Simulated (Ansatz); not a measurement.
MgIn2O4 (space group I-4, No. 82; a hypothetical phase, not in the database extracts checked)

```cif
data_In4Mg2O8
_chemical_formula_sum 'In4 Mg2 O8'
_space_group_name_H-M_alt 'I-4'
_space_group_IT_number 82
_space_group_name_Hall 'I -4'
_cell_length_a 4.83715
_cell_length_b 4.83715
_cell_length_c 9.98195
_cell_angle_alpha 90.000
_cell_angle_beta 90.000
_cell_angle_gamma 90.000
loop_
_atom_site_label
_atom_site_type_symbol
_atom_site_symmetry_multiplicity
_atom_site_Wyckoff_symbol
_atom_site_fract_x
_atom_site_fract_y
_atom_site_fract_z
_atom_site_occupancy
In1 In 2 b 0.00000 0.00000 0.50000 1
In2 In 2 d 0.50000 0.00000 0.25000 1
Mg1 Mg 2 a 0.00000 0.00000 0.00000 1
O1 O 8 g 0.28352 0.23338 0.38998 1
```
(The calculation used a cell of 7 atoms; values per cell refer to that cell.)

Method: DFT with PBE, PAW potentials and a 420 eV plane-wave cutoff in Ansatz (a quantum-chemistry and plane-wave program), spin-orbit coupling left out. Γ-centred 10×10×10 mesh, Fermi–Dirac width 0.05 eV.

```json
{
  "volume_per_atom": "16.68 Å³",
  "density": "4.52 g/cm³",
  "band_gap": "1.38 eV, indirect, X → Γ",
  "electron_mass": "0.30 mₑ",
  "Lowest conduction-band minima above the VBM": "Γ 1.38 eV",
  "total_energy": "-2198.718 eV/atom (σ→0; compares only within this code and set-up)"
}
```

Effective masses come from finite differences of ±0.01 Å⁻¹. Stability against distortions was not tested.
